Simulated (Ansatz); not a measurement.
Start from HfN in the rock salt structure (space group Fm-3m, No. 225).

```yaml
crystal:
  lattice:
    - [0.00000, 2.26274, 2.26274]
    - [2.26274, 0.00000, 2.26274]
    - [2.26274, 2.26274, 0.00000]
  atoms:
    - { symbol: N, position: [0.00000, 0.00000, 0.00000] }
    - { symbol: Hf, position: [0.50000, 0.50000, 0.50000] }
```

Cartesian axes are those of the cell as printed.

Level of theory: r2SCAN (Ansatz, a first-principles code), no SOC.

For the base:

```
Quantity                        Result
-----------------------------  -------
Shortest interatomic distance  2.263 Å
```

Modification: a free-standing slab of 2 layers (4 atoms, 2 a layer) is cut normal to the z axis, with 15 Å of vacuum and the in-plane cell held at bulk.

Question: How does this affect the excess energy per area of both faces and shortest interatomic distance?

Answer: The excess energy per area of both faces (slab less bulk energy over the cell's area: twice a surface energy) is 3.3 J/m² (uncertain by up to 0.06 J/m²); the shortest interatomic distance decreases by 0.034 Å, from 2.263 Å to 2.229 Å.

The excess energy carries the mismatch between the slab's and the bulk's meshes. No phonon test of stability was made. The final runs are not spin-polarised. An odd electron count without spin: HfN.
